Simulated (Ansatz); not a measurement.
**A computed series for ZrSe2: pressure series**

Start from ZrSe₂ in the CdI2 type structure (space group P-3m1, No. 164; layered, stacked along the Cartesian z axis).

```
ZrSe2
1.0
    3.73508     0.00000     0.00000
   -1.86754     3.23467     0.00000
    0.00000     0.00000     6.03154
Zr Se
1 2
Direct
  0.00000   0.00000   0.00000
  0.33333   0.66667   0.26507
  0.66667   0.33333   0.73493
```

Cell and atoms are relaxed at each pressure.

All numbers come from PBE-D3(BJ) (Ansatz, an electronic-structure program; PAW; 420 eV plane waves; spin-orbit coupling left out).

Only one of these has a band gap. Which?
A) pressure −1 GPa
B) pressure 3 GPa
C) pressure 7.5 GPa
D) pressure 5 GPa
E) pressure 10 GPa

A, pressure −1 GPa. Computed: pressure −1 GPa: 0.22 eV; pressure 5 GPa: zero; pressure 7.5 GPa: zero; pressure 3 GPa: zero; pressure 10 GPa: zero

Load acts through the strain it causes; cell and atoms are relaxed under it. No phonon test of stability was made. Competing high-pressure phases were not computed. The final runs are not spin-polarised. Gaps under 0.05 eV, about the width of the smearing, are given as zero. A zero or small gap of ZrSe2 can be the functional's error rather than a property of the material.
